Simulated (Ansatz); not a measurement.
System: L1₂ (Cu3Au-type) Ni₃Al. Method: PBE-D4 (PAW; Ansatz, a quantum-chemistry and plane-wave program).

Settings: plane-wave cutoff 520 eV, 16×16×16 k mesh, Fermi–Dirac smearing 0.05 eV, spin-polarised with parallel moments, scalar-relativistic PAW data made under PBE.

Results at a series of volumes:

```json
[
 {"V (Å³/atom)": "10.326", "E − E_lowest (meV/atom)": "27.53", "P (GPa)": "14.18"},
 {"V (Å³/atom)": "10.545", "E − E_lowest (meV/atom)": "11.76", "P (GPa)": "8.91"},
 {"V (Å³/atom)": "10.765", "E − E_lowest (meV/atom)": "2.83", "P (GPa)": "4.21"},
 {"V (Å³/atom)": "10.985", "E − E_lowest (meV/atom)": "0.00", "P (GPa)": "0.00"},
 {"V (Å³/atom)": "11.205", "E − E_lowest (meV/atom)": "2.63", "P (GPa)": "-3.77"},
 {"V (Å³/atom)": "11.424", "E − E_lowest (meV/atom)": "10.14", "P (GPa)": "-7.12"},
 {"V (Å³/atom)": "11.644", "E − E_lowest (meV/atom)": "22.00", "P (GPa)": "-10.12"}
]
```

Q: Estimate the bulk modulus from the pressures at 10.765 and 11.205 Å³/atom, and compare it with a fit to all energies.

A: B = −V dP/dV. Between V = 10.765 and 11.205 Å³/atom, dP/dV = (-3.77 − (4.21))/(11.205 − 10.765) = -18.1 GPa per Å³/atom; at the midpoint 10.985 Å³/atom this gives B ≈ 199 GPa. The third-order Birch–Murnaghan fit gives V0 = 10.985 Å³/atom, B0 = 199 GPa, B′ = 4.6, which lies within 1 % of that estimate.

Measured, for comparison: bulk modulus 174 GPa (temperature not stated, no zero-point or thermal correction; as tabulated in Zarkevich et al. (2023), arXiv:2304.06869); equilibrium volume per atom 11.39 Å³/atom (temperature not stated, no zero-point or thermal correction; as tabulated in Tensorial elastic properties and stability of interface states associated with …). Computed (rounded) less measured: bulk modulus +14 %, equilibrium volume per atom -3.6 %.

Static lattice: no zero-point or thermal effects.
